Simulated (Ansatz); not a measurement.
The structure below was relaxed with PBE-D3(BJ) (Ansatz, a program for electronic structure, PAW, scalar-relativistic without spin-orbit coupling).

Space group Pm (No. 6); a = 6.918 Å, b = 3.988 Å, c = 7.347 Å, α = γ = 90.00°, β = 108.29°

| atom | site | symmetry | x | y | z |
|---|---|---|---|---|---|
| Sb | 1a | m | 0.1184 | 0.0000 | 0.3548 |
| Sb | 1a | m | 0.6182 | 0.0000 | 0.8523 |
| Sb | 1b | m | 0.1154 | 0.5000 | 0.8490 |
| As | 1b | m | 0.6143 | 0.5000 | 0.3400 |
| As | 1a | m | 0.3994 | 0.0000 | 0.1603 |
| As | 1a | m | 0.8793 | 0.0000 | 0.6423 |
| As | 1b | m | 0.3829 | 0.5000 | 0.6458 |
| As | 1b | m | 0.8721 | 0.5000 | 0.1556 |

Task: Write out a cell with all atoms.

Result: 
```cif
data_As5Sb3
_chemical_formula_sum 'Sb3 As5'
_space_group_name_H-M_alt 'P 1'
_space_group_IT_number 1
_cell_length_a 6.91821
_cell_length_b 3.98793
_cell_length_c 7.34680
_cell_angle_alpha 90.000
_cell_angle_beta 108.286
_cell_angle_gamma 90.000
loop_
_space_group_symop_operation_xyz
  'x, y, z'
loop_
_atom_site_label
_atom_site_type_symbol
_atom_site_fract_x
_atom_site_fract_y
_atom_site_fract_z
_atom_site_occupancy
Sb1 Sb 0.11838 0.00000 0.35479 1
Sb2 Sb 0.61820 0.00000 0.85227 1
Sb3 Sb 0.11545 0.50000 0.84897 1
As1 As 0.61427 0.50000 0.34000 1
As2 As 0.39944 0.00000 0.16030 1
As3 As 0.87925 0.00000 0.64234 1
As4 As 0.38291 0.50000 0.64576 1
As5 As 0.87209 0.50000 0.15558 1
```
This is the conventional cell.

These are small ordered cells, not random alloys; other orderings at the same x differ. No phonon test of stability was made. The final runs are not spin-polarised. The cell was made from As by this change: x(Sb) = 0.375, 8 atoms, Pm.
